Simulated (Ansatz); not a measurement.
Defect migration in fcc Al: Mo-vacancy pair (Mo on one host Al site, one Al site vacant), neutral cell. Level of theory: PBE, PAW (plane waves to 420 eV; Ansatz, an electronic-structure program).

Settings: 32 host sites, the relaxed PBE lattice, a 3×3×3 k-point mesh shifted by half a step, smearing 0.10 eV, spin-restricted, no image-charge correction. No zero-point or tunnelling terms. Forms of the defect that were not tried may lie lower.

Barriers: single points on a 5×5×5 k-point mesh shifted by half a step at the bands' geometries (they differ from the bands' own by up to 0.10 eV, and are uncertain by about as much).

The step: direct exchange of Mo with the vacancy (Mo-vacancy distance between ideal sites 2.86 Å throughout). Atoms about the jump, Cartesian Å from the middle of the jump, before and after:

| atom | x0 | y0 | z0 | x1 | y1 | z1 |
|---|---|---|---|---|---|---|
| Mo1 | 0.00 | -1.11 | -1.11 | 0.00 | 1.11 | 1.11 |
| Al2 | -1.89 | 0.95 | -0.96 | -1.89 | 0.96 | -0.95 |
| Al3 | 1.89 | 0.95 | -0.96 | 1.89 | 0.96 | -0.95 |
| Al4 | 1.89 | -0.96 | 0.95 | 1.89 | -0.95 | 0.96 |
| Al5 | -1.89 | -0.96 | 0.95 | -1.89 | -0.95 | 0.96 |
| Al6 | 0.00 | 3.00 | -0.97 | 0.00 | 3.00 | -0.95 |
| Al7 | 0.00 | 0.95 | -3.00 | 0.00 | 0.97 | -3.00 |
| Al8 | 0.00 | -3.00 | 0.95 | 0.00 | -3.00 | 0.97 |
| Al9 | 0.00 | -0.97 | 3.00 | 0.00 | -0.95 | 3.00 |

Predict the transition state.


```json
[
 {"atom": "Mo1", "x": "0.00", "y": "0.00", "z": "-0.01"},
 {"atom": "Al2", "x": "-2.17", "y": "1.01", "z": "-1.02"},
 {"atom": "Al3", "x": "2.17", "y": "1.01", "z": "-1.03"},
 {"atom": "Al4", "x": "2.17", "y": "-1.02", "z": "1.00"},
 {"atom": "Al5", "x": "-2.17", "y": "-1.02", "z": "1.00"},
 {"atom": "Al6", "x": "0.00", "y": "2.84", "z": "-0.90"},
 {"atom": "Al7", "x": "0.00", "y": "0.89", "z": "-2.85"},
 {"atom": "Al8", "x": "0.00", "y": "-2.85", "z": "0.88"},
 {"atom": "Al9", "x": "0.00", "y": "-0.90", "z": "2.83"}
]
```
It lies 1.86 eV above the start and 1.86 eV above the end. The saddle point's order was not checked, and it lies on a symmetry element of the cell, where a band can be held.
